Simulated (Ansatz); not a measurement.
For rock-salt GaSb (model structure), LDA in Ansatz (PAW) gives:

lattice constant a: 5.646 Å
formation enthalpy: 0.030 eV/atom

Question: What does rVV10 (Ansatz, a program for electronic structure, PAW) give for the same quantities?

Answer: 
- lattice constant a: 5.877 Å (goes up by 4.1 %)
- formation enthalpy: 0.059 eV/atom (increases by 0.029 eV/atom)

Changes are worked out from the printed values.

Unless a cell is named, each level is at its own relaxed cell (LDA 22.50, rVV10 25.37 Å³/atom).

Levels without +SOC leave out spin–orbit coupling, which shifts energies and cells of such heavy elements.

Ansatz's density-functional and Hartree–Fock values are scalar-relativistic unless marked +SOC, with PAW data made under PBE.

A model structure was made by putting elements into a prototype or built by hand; it is no filed structure, need not be a known phase, and can be a saddle point held by its symmetry.
